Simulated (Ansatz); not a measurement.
# Response to strain in hypothetical Pm-3n Ge

Base system: Ge (space group Pm-3n, No. 223; a = 5.417 Å; a hypothetical phase, not in the database extracts checked). Axes: x, y, z lie along the cube axes.

Strains are applied to the cell and any free atomic positions relax; under biaxial strain the out-of-plane vector relaxes too.

Levels (all Ansatz, a first-principles code, PAW): PBE (420 eV, no spin-orbit coupling); PBEsol (420 eV, spin-orbit coupling left out).

The base cell above is that of PBE; each level relaxes its own structures.

Notes on the quantities. energy relative to the base: free energy F.

| case | energy relative to the base, PBE | energy relative to the base, PBEsol |
|---|---|---|
| biaxial strain +3.93 %, plane normal [001], relaxed out of plane | +17 meV/atom | ___ |
| biaxial strain +4.29 %, plane normal [001], relaxed out of plane | +20 meV/atom | ___ |
| isotropic strain −2.40 % | +22 meV/atom | ___ |
| isotropic strain +1.02 % | +3.5 meV/atom | +3.8 meV/atom |
| uniaxial strain ε_yy = −1.06 % | +0.6 meV/atom | +0.6 meV/atom |
| uniaxial strain ε_yy = +2.02 % | +1.7 meV/atom | +1.9 meV/atom |
| uniaxial strain ε_zz = −3.45 % | +7.4 meV/atom | +8.0 meV/atom |

### Question
Complete the table.

### Answer

- biaxial strain +3.93 %, plane normal [001], relaxed out of plane, energy relative to the base, PBEsol: +19 meV/atom
- biaxial strain +4.29 %, plane normal [001], relaxed out of plane, energy relative to the base, PBEsol: +23 meV/atom
- isotropic strain −2.40 %, energy relative to the base, PBEsol: +23 meV/atom

The two levels differ by at most about 2.5 meV/atom. Near ties aside, they put the cases in the same order.

Without a gap, meshes like the base's 9×9×9 leave anisotropic stresses uncertain by several tenths of a GPa, and small strain energies with them. Whether these cells are dynamically stable was not tested.
